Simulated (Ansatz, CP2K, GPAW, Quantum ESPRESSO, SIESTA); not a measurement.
Code comparison for BiPt (P6_3/mmc, 4 atoms in the cell)

Self-consistent single point.

```
CELL_PARAMETERS angstrom
      4.39676     0.00000     0.00000
     -2.19838     3.80771     0.00000
      0.00000     0.00000     5.55247
ATOMIC_POSITIONS crystal
  Bi 0.33333 0.66667 0.25000
  Bi 0.66667 0.33333 0.75000
  Pt 0.00000 0.00000 0.50000
  Pt 0.00000 0.00000 0.00000
```

Shared settings, as Ansatz (an electronic-structure program) writes them: kpoints.mp_grid.grid = 7 7 5; scf.occupations.method = fermi_dirac; scf.occupations.width = 0.1 eV. Potentials and cutoffs stand in the table.

```csv
code,model,pressure (GPa),cutoff
Ansatz,"PBEsol, PAW files made with PBE",-3.23,420 eV
GPAW,"PBEsol, GPAW PAW datasets PBEsol (made by gpaw-setup)",-3.58,550 eV
CP2K,"PBEsol, GPW, DZVP-MOLOPT-SR-GTH basis, GTH-PBE potentials (GTH_POTENTIALS)",0.60,grid 500 Ry
SIESTA,"GGA PBEsol, numerical atomic orbitals DZP, PseudoDojo PBEsol standard norm-conserving potentials (rewritten from UPF to PSML)",-3.90,grid 350 Ry
Quantum ESPRESSO,"PBEsol, SSSP 1.1.2 efficiency (PBE) pseudopotentials",-4.02,40 Ry
```

On Ansatz's run: spin-orbit coupling is off. Spin polarisation is off.

The spread over the programs that give each value: pressure within 4.62 GPa.

CP2K and SIESTA use small atom-centred bases, whose incompleteness enters pressures, forces and empty levels differently from a plane-wave cutoff. Ansatz's pressure is given at a fixed set of plane waves, as the other plane-wave codes print theirs. In the pressure, CP2K (by 4.18) lies more than 1 GPa from the median of the plane-wave programs.

The starting cell comes from a database of computed structures (which also holds hypothetical and non-ambient phases and stackings), without a prior relaxation at this level. Its lattice was rescaled by a random factor within 2.5 % of one.

Left out of this page: Elk and FLEUR (not drawn, or without a comparable value).

Keys are those of Ansatz 0.2.
